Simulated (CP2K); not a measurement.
Band structure of Cl2 (Cmce, 4 atoms in the cell).

```xyz
4
Lattice="3.8211 0.0000 0.0000 1.6482 3.4474 0.0000 0.0000 0.0000 8.3209" Properties=species:S:1:pos:R:3 pbc="T T T"
Cl     3.5723     0.3948     5.0321
Cl     1.8970     3.0526     3.2888
Cl     2.9835     1.3289     0.8716
Cl     2.4858     2.1185     7.4493
```

Level of theory: PBE, GPW, DZVP-MOLOPT-SR-GTH basis, GTH-PBE potentials (GTH_POTENTIALS) run with CP2K 2026.2.

Settings: CUTOFF = 400 Ry; REL_CUTOFF = 50 Ry; SMEAR/METHOD = FERMI_DIRAC; ELECTRONIC_TEMPERATURE = 580.23 K; KPOINTS/SCHEME = MACDONALD 9 9 4 0 0 0.125; XC_FUNCTIONAL = PBE; Cl/BASIS_SET = DZVP-MOLOPT-SR-GTH; Cl/POTENTIAL = GTH-PBE-q7; METHOD = GPW; EPS_DEFAULT = 1e-10; EXTRAPOLATION = USE_GUESS; NGRIDS = 5; SCF_GUESS = ATOMIC; EPS_SCF = 1e-07.

The starting cell comes from a database of computed structures (which also holds hypothetical and non-ambient phases and stackings), without a prior relaxation at this level. Its lattice was rescaled by a random factor within 2.5 % of one. Values carry the incompleteness of an atom-centred basis.

**Question.** Predict the gap along the standard path and the places of the band edges.

**Answer.** The gap along the path is 2.25 eV, direct at Γ to within 0.01 eV.

Levels in eV from the top of the valence band on the SCF mesh, bands 11 to 15:
```csv
point,11,12,13,14,15
Γ,-0.87,-0.39,-0.14,0.00,2.25
X,-1.13,-0.86,-0.48,-0.25,2.69
S,-0.89,-0.89,-0.29,-0.29,2.98
R,-0.66,-0.66,-0.14,-0.14,2.70
A,-0.66,-0.66,-0.49,-0.49,2.74
Z,-0.74,-0.74,-0.07,-0.07,2.78
Y,-1.41,-1.08,-0.44,-0.27,2.37
X1,-1.13,-0.86,-0.48,-0.25,2.69
A1,-0.66,-0.66,-0.49,-0.49,2.74
T,-0.86,-0.86,-0.81,-0.81,2.72
```

Higher empty bands are left out: an atom-centred basis made for the valence describes them poorly.
